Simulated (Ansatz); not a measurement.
Results of PBEsol (PAW; Ansatz, a first-principles code) for HfSiO4 (I4₁/amd, No. 141, 12 atoms in the cell; start COD 9000852).

Settings: plane-wave cutoff 520 eV, 8×8×8 k mesh, Fermi–Dirac smearing 0.01 eV, scalar-relativistic PAW data made under PBE.

Cell (relaxed at this level):

```yaml
crystal:
  lattice:
    - [-3.29184, 3.29184, 2.98315]
    - [3.29184, -3.29184, 2.98315]
    - [3.29184, 3.29184, -2.98315]
  atoms:
    - { symbol: Hf, position: [0.75000, 0.25000, 0.50000] }
    - { symbol: Hf, position: [0.00000, 0.00000, 0.00000] }
    - { symbol: Si, position: [0.25000, 0.75000, 0.50000] }
    - { symbol: Si, position: [0.50000, 0.50000, 0.00000] }
    - { symbol: O, position: [0.13332, 0.31809, 0.81523] }
    - { symbol: O, position: [0.06809, 0.75286, 0.68477] }
    - { symbol: O, position: [0.50286, 0.31809, 0.18477] }
    - { symbol: O, position: [0.06809, 0.38332, 0.31523] }
    - { symbol: O, position: [0.61668, 0.93191, 0.68477] }
    - { symbol: O, position: [0.68191, 0.86668, 0.18477] }
    - { symbol: O, position: [0.24714, 0.93191, 0.31523] }
    - { symbol: O, position: [0.68191, 0.49714, 0.81523] }
```

### Question
What does this level give for the band gap and Γ–Γ gap?

### Answer

- band gap: 5.39 eV (on the SCF k mesh)
- Γ–Γ gap: 5.78 eV

Note: the relaxation could not lower the start's symmetry, so the cell can be a saddle point above a distorted one.

Spin–orbit coupling is not included.

Static lattice: no zero-point or thermal effects.

It cost about 6 core-minutes (a rough figure) of CPU time.
